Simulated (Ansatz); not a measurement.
CuAu, response to strain

Base system: CuAu (space group P4/mmm, No. 123; relaxed with 0.1 eV smearing).

```xyz
2
Lattice="2.8531 0.0000 0.0000 0.0000 2.8531 0.0000 0.0000 0.0000 3.5703" Properties=species:S:1:pos:R:3 pbc="T T T"
Cu     1.4266     1.4266     1.7851
Au     0.0000     0.0000     0.0000
```

Cartesian axes are those of the cell as printed.

Strains are applied to the cell and any free atomic positions relax; under biaxial strain the out-of-plane vector relaxes too.

Computed with r2SCAN, PAW, 500 eV (Ansatz, a first-principles code; no spin-orbit coupling).

```json
[
 {"biaxial strain, plane normal [001], relaxed out of plane (%)": "-4.93", "out-of-plane strain (%)": "8.28"},
 {"biaxial strain, plane normal [001], relaxed out of plane (%)": "-4.08", "out-of-plane strain (%)": "6.96"},
 {"biaxial strain, plane normal [001], relaxed out of plane (%)": "-3.08", "out-of-plane strain (%)": "5.33"},
 {"biaxial strain, plane normal [001], relaxed out of plane (%)": "-1.4", "out-of-plane strain (%)": "?"},
 {"biaxial strain, plane normal [001], relaxed out of plane (%)": "-0.44", "out-of-plane strain (%)": "0.79"},
 {"biaxial strain, plane normal [001], relaxed out of plane (%)": "0", "out-of-plane strain (%)": "0.00"}
]
```

**Question.** Fit ε⊥ = −νε + γε² (strains in %) to the rows shown and predict the withheld row.

**Answer.** Least squares on the printed values gives ν = 1.82 (the biaxial Poisson response) and γ = -0.028 (largest residual 0.01 %); this predicts 2.49 %, and the run gives 2.47 %, 0.02 lower.

Whether these cells are dynamically stable was not tested. The final runs are not spin-polarised.
